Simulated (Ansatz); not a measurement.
The starting structures come from a database of crystals and need not be the phases stable at ambient conditions.

 Where the default PAW files enter, the runs use the earlier of Ansatz's two default sets.

Inside the gap of an insulator the Bloch states are evanescent, with a wavenumber k + iκ along the transport direction.

```yaml
crystal:
  lattice:
    - [6.77517, 0.00000, 0.00000]
    - [0.00000, 6.77517, 0.00000]
    - [3.38759, -3.38759, 3.28596]
  atoms:
    - { symbol: Zr, position: [0.12500, 0.12500, 0.25000] }
    - { symbol: Zr, position: [0.37500, 0.37500, 0.75000] }
    - { symbol: Zr, position: [0.25000, 0.87500, 0.50000] }
    - { symbol: Zr, position: [0.75000, 0.62500, 0.50000] }
    - { symbol: Zr, position: [0.87500, 0.75000, 0.00000] }
    - { symbol: Zr, position: [0.62500, 0.25000, 0.00000] }
    - { symbol: N, position: [0.36968, 0.63032, 0.63032] }
    - { symbol: N, position: [0.63032, 0.50000, 0.86968] }
    - { symbol: N, position: [0.50000, 0.00000, 0.63032] }
    - { symbol: N, position: [0.00000, 0.36968, 0.86968] }
    - { symbol: N, position: [0.13032, 0.50000, 0.36968] }
    - { symbol: N, position: [0.86968, 0.13032, 0.13032] }
    - { symbol: N, position: [0.00000, 0.86968, 0.36968] }
    - { symbol: N, position: [0.50000, 0.00000, 0.13032] }
```

Space group of this cell: I-42d. The cell is strained (lengths along the current scaled by 0.97, ions clamped); by PBEsol its mean pressure is 3.1 GPa.

Transport runs along the normal of the first two printed cell vectors, the (001) (indices of the unstrained crystal) plane of the conventional cell.

No gap correction and no spin-orbit coupling; mid-gap values are interpolated between computed energies.

Question: State the band gap and the smallest decay constant κ at mid-gap according to PBEsol in Ansatz (a quantum-chemistry and plane-wave program).

Answer: Gap 0.44 eV on a 10×10×10 mesh; κ = 0.123 1/Å, at the zone centre.
